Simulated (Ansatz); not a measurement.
Base system: NaCl in the rock salt structure (space group Fm-3m, No. 225; a = 5.601 Å).

Level of theory: PBEsol (Ansatz, a first-principles code; PAW; 420 eV plane waves; no spin-orbit coupling), earlier PAW set.

One thing is altered: a negative pressure, −2 GPa.

Question: What happens to the mean gap deformation potential ΔEg/Δln V?

Answer: The mean gap deformation potential ΔEg/Δln V is -3.5 eV.

Load acts through the strain it causes; cell and atoms are relaxed under it. No phonon test of stability was made.
